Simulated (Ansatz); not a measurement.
Candidates (primitive cells; geometry: cell and atoms relaxed with PBEsol):
A. InAs (F-43m), a = 4.3047 Å, b = 4.3047 Å, c = 4.3047 Å, α = 60.00°, β = 60.00°, γ = 60.00°
B. BeS (F-43m), a = b = c = 3.4209 Å, α = β = γ = 60.00°
C. AlAs (F-43m), a = 4.0127 Å, b = 4.0127 Å, c = 4.0127 Å, α = 60.00°, β = 60.00°, γ = 60.00°
D. GaAs (F-43m), a = b = c = 4.001 Å, α = β = γ = 60.00°

Put the candidates in order of band gap, lowest first, for HSE06, rigid bands (Ansatz, a quantum-chemistry and plane-wave program).

A (0.42 eV), D (1.40 eV), C (2.09 eV), B (4.04 eV)

Spin-orbit coupling is left out.
